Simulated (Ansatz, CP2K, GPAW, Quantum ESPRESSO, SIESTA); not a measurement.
**One structure in several programs: ScAu4 (I4/m, 5 atoms in the cell)**

Self-consistent single point.

```
CELL_PARAMETERS angstrom
     -3.30473     3.30473     2.03300
      3.30473    -3.30473     2.03300
      3.30473     3.30473    -2.03300
ATOMIC_POSITIONS crystal
  Sc 0.00000 0.00000 0.00000
  Au 0.79718 0.60235 0.39953
  Au 0.20282 0.39765 0.60047
  Au 0.60235 0.20282 0.80517
  Au 0.39765 0.79718 0.19483
```

All programs got the same cell, k-point mesh and kind of occupations (in Ansatz's words: kpoints.mp_grid.grid = 6 6 6; scf.occupations.method = fermi_dirac; scf.occupations.width = 0.0073 Ry); potentials, basis and cutoffs are each program's usual ones.

| code | model | pressure (GPa) | largest force (eV/Å) | k-points | cutoff |
|---|---|---|---|---|---|
| SIESTA | GGA PBEsol, numerical atomic orbitals TZP, PseudoDojo PBEsol standard norm-conserving potentials (rewritten from UPF to PSML) | -7.64 | 0.087 | 132 | grid 350 Ry |
| GPAW | PBEsol, GPAW PAW datasets PBEsol (made by gpaw-setup) | -2.98 | 0.023 | 36 | 850 eV |
| CP2K | PBEsol, GPW, TZVP-MOLOPT-SR-GTH basis, GTH-PBE potentials (GTH_POTENTIALS) | -0.19 | 0.028 | 112 | grid 600 Ry |
| Quantum ESPRESSO | PBEsol, GBRV 1.5 ultrasoft (PBESOL) pseudopotentials | -4.72 | 0.023 | 36 | 50 Ry |
| Ansatz | PBEsol, PAW files made with PBE | -4.42 | 0.018 | 36 | default |

The spread over the programs that give each value: pressure within 7.45 GPa; largest force within 0.069 eV/Å.

The starting cell comes from a database of computed structures (which also holds hypothetical and non-ambient phases and stackings), without a prior relaxation at this level. On Ansatz's run: Spin-orbit coupling is off. In the base run, with a pressure of about -4 GPa the cell is away from its equilibrium volume at this level.

**Question.** Why do the programs differ, and what cannot be compared?

**Answer.** Differences of this kind can come from the potentials, where these differ, and from what each basis and cutoff leave unconverged. The valence holds different numbers of electrons (SIESTA 87, GPAW 55, CP2K 55, Quantum ESPRESSO 55, Ansatz (a program for electronic structure) 87). The zero of total energies and Fermi levels follows the potentials and each program's conventions, so they are not compared here. SIESTA and CP2K use small atom-centred bases, whose incompleteness enters pressures, forces and empty levels differently from a plane-wave cutoff. Ansatz's pressure is given at a fixed set of plane waves, as the other plane-wave codes print theirs; with its correction for the finite basis it is -4.38 GPa. Ansatz's smearing width was typed in Ry to four decimals, so it matches the others to a few per cent. The programs reduce the same mesh by symmetry to different extents, which changes the work and not the result. In the pressure, SIESTA (by 3.22), GPAW (by 1.43) and CP2K (by 4.23) lie more than 1 GPa from the median of the plane-wave programs.

Left out of this page: ABINIT (stopped by limits of time or memory); FLEUR (with a known weakness of the program).

Keys are those of Ansatz 0.2.
